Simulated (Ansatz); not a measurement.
For BeS (model structure, started from the NiAs type, P6₃/mmc, No. 194, 4 atoms in the cell), PBE in Ansatz (plane waves, PAW) gives:

```
Quantity              Value
------------------  -------
lattice constant a  3.301 Å
c axis length       5.247 Å
```

Task: What does PBE-D3(BJ) (PAW; Ansatz, a first-principles code) give for the same quantities?

Result: 
- lattice constant a: 3.255 Å (falls by 1.4 %)
- lattice parameter c: 5.172 Å (drops by 1.4 %)

Changes are worked out from the printed values.

Unless a cell is named, each level is at its own relaxed cell (PBE 12.38, PBE-D3(BJ) 11.86 Å³/atom).

Ansatz's density-functional and Hartree–Fock values are scalar-relativistic unless marked +SOC, with PAW data made under PBE.

A model structure was made by putting elements into a prototype or built by hand; it is no filed structure, need not be a known phase, and can be a saddle point held by its symmetry.
